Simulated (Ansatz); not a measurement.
Output of an Ansatz run (abridged):

```
WARN ansatz: RAYON_NUM_THREADS=1 ignored (pool sized by the plan → 1); use --threads N
Pseudopotentials: kind: paw
Pseudopotential: Si, paw, valence charge 4
Pseudopotential: Zr, paw, valence charge 12
Crystal: 2 atoms, lattice volume = 47.914 Å³
Basis set: ecut = 420 eV, 941 PW (Γ), exchange–correlation on 60×60×60 points (8 copies of the dense FFT grid, shifted against one another)
Bands: 12, of which v1, the nominal top of the filled ones, is band 8 counted from 1 (7 counted from 0)
Symmetry: 48 space group operations
Space group: Fm-3m (ITA 225), of the structure as read, at distance tolerance 3.6e-5 Å
k-points: 20 of 343
Initial density: superposition of atomic densities (neutral atoms: chi_scale 0, normalization atom), corrected by the library's trained network
Initial wavefunctions: pseudopotential atomic-orbital guess
Eigensolver: davidson
Functional: x = pbe(κ = 0.804, μ = 0.2195149727645171), c = pbe(β = 0.06672455060314922)
SCF iter   1: F=—  HF=-4820.564756 eV  |F-HF|=—  |Δ(HF+E_count)|=         —  Δρ=3.43e-3  dr2=4.19e-3  ethr=1.77e-3  ⟨swp⟩=5.0  Hψ=1274  notcnv=0
all-band conjugate gradients solve this SCF's bands
preconditioner: auto → Kerker (q_TF=auto, 2.272 Å⁻¹)
SCF iter   2: F=—  HF=-4820.564411 eV  |F-HF|=—  |Δ(HF+E_count)|=   3.45e-4  S|Δr|=    0.00e0  Δρ=1.96e-3  dr2=9.41e-4  ethr=2.62e-5  ⟨swp⟩=1.6  Hψ=432  notcnv=0
SCF iter   3: F=—  HF=-4820.564539 eV  |F-HF|=—  |Δ(HF+E_count)|=   1.27e-4  S|Δr|=    0.00e0  Δρ=4.06e-4  dr2=5.75e-5  ethr=5.88e-6  ⟨swp⟩=1.9  Hψ=305  notcnv=0
SCF iter   4: F=—  HF=-4820.564555 eV  |F-HF|=—  |Δ(HF+E_count)|=   1.64e-5  S|Δr|=    0.00e0  Δρ=6.85e-5  dr2=1.47e-6  ethr=3.59e-7  ⟨swp⟩=2.1  Hψ=316  notcnv=0
SCF iter   5: F=-4820.564556 eV  HF=-4820.564556 eV  |F-HF|=5.39e-9  |Δ(HF+E_count)|=   7.62e-7  S|Δr|=    0.00e0  Δρ=1.04e-5  dr2=5.62e-8  ethr=6.25e-10  ⟨swp⟩=3.0  Hψ=926  notcnv=0
SCF 1 converged in 5 iterations: F = -4820.564556 eV  dr2 = 5.62e-8
SCF converged after 5 iterations
Stability not checked (fill_not_monotonic)
Free energy (F): -4820.564556 eV
Harris-Foulkes:  -4820.564556 eV  (|F-HF|=5.39e-9)
Internal energy: -4820.564097 eV  (E = F + TS)
E sigma→0 (E₀):  -4820.564403 eV
Entropy (-TS):   -0.000459 eV (-0.230 meV/atom)
Fermi energy:    9.017569 eV
--- Per-component energies (eV) ---
  E_band       = -144.435221
  E_kinetic    = 365.107916
  E_local      = -828.939367  (includes V_loc(G=0)·N_el)
  E_nonlocal   = 104.956345
  E_hartree    = 265.250310
  E_xc         = -214.120927
  E_vxc        = -234.017475  (∫ρ·V_xc dr)
  E_paw        = -3466.113837  (= ΣΔE_a)
  E_vpaw       = -82.038670  (= ΣTr[D̂ρ^β])
  E_aug_tail   = 0.000032  (compensation charges beyond the density's cutoff)
  E_ewald      = -1046.704569
  E_smearing   = -0.000459  (= −TS)
  E_closure    = 0.000000  (closes the sum)
  Σ components = -4820.564556   (vs F -4820.564556, Δ=0.00e0)
--- Forces (eV/Å), atoms counted from 1 ---
  atom   1  Si    -0.00000000     0.00000000     0.00000000
  atom   2  Zr     0.00000000    -0.00000000     0.00000000
  max |Σ_I F_I| component: 2.66e-29 eV/Å
--- Stress (GPa, compression-positive) ---
      -15.238045      -0.000000       0.000000
       -0.000000     -15.238045       0.000000
       -0.000000      -0.000000     -15.238045
  P = ⅓ Tr σ = -15.2380 GPa (-152.380 kbar)
  The stress holds the Pulay correction. Without it, at fixed plane waves, as pw.x and ABINIT print it: P = -15.2552 GPa
--- Band table (eV; the first three rows and the last of 20) ---
  k-point 0: bands = ["-40.4299", "-18.3626", "-18.3626", "-18.3626", "0.2820", "9.2321", "9.2321", "9.2321", "9.6155", "9.6155", "10.8960", "10.8960"]
  k-point 1: bands = ["-40.4288", "-18.3801", "-18.3648", "-18.3648", "0.5537", "8.3767", "8.6894", "8.6894", "9.5527", "9.5527", "10.7479", "12.0806"]
  k-point 2: bands = ["-40.4265", "-18.4191", "-18.3698", "-18.3698", "1.3061", "6.6736", "7.8063", "7.8063", "10.2069", "10.2069", "10.8809", "13.8694"]
  k-point 19: bands = ["-40.4226", "-18.4232", "-18.4194", "-18.3921", "2.3140", "6.4588", "6.7663", "7.4936", "10.4090", "11.0885", "11.6724", "11.7635"]
```

The structure:

```xyz
2
Lattice="0.0000 2.8828 2.8828 2.8828 0.0000 2.8828 2.8828 2.8828 0.0000" Properties=species:S:1:pos:R:3 pbc="T T T"
Si     0.0000     0.0000     0.0000
Zr     2.8828     2.8828     2.8828
```

Task: What input produced this log?

Result: Other spellings and defaults could give the same log, and not every line can be read from it. The input that was run (DFT, PBE, plane waves, default PAW files):

Ansatz 0.2 input:
```yaml
crystal:
  lattice:
    - [0.000000, 2.882779, 2.882779]
    - [2.882779, 0.000000, 2.882779]
    - [2.882779, 2.882779, 0.000000]
  atoms:
    - { symbol: Si, position: [0.000000, 0.000000, 0.000000] }
    - { symbol: Zr, position: [0.500000, 0.500000, 0.500000] }
basis:
  ecutwfc: 420.0
kpoints:
  mp_grid: { grid: [7, 7, 7] }
hamiltonian:
  xc: pbe
  pseudopotentials: { kind: paw }
scf:
  occupations: { method: cold, width: 0.272 }
output:
  forces: true
  eigenvalues: true
  stress: true
```

The starting cell was generated: these elements placed on a structure prototype, without a prior relaxation; it need not be a known phase or ordering of this composition. With a pressure of about -15 GPa the cell is away from its equilibrium volume at this level. Ansatz's pressure includes its estimate of the finite-basis (Pulay) stress.

Ansatz is a program for electronic structure.
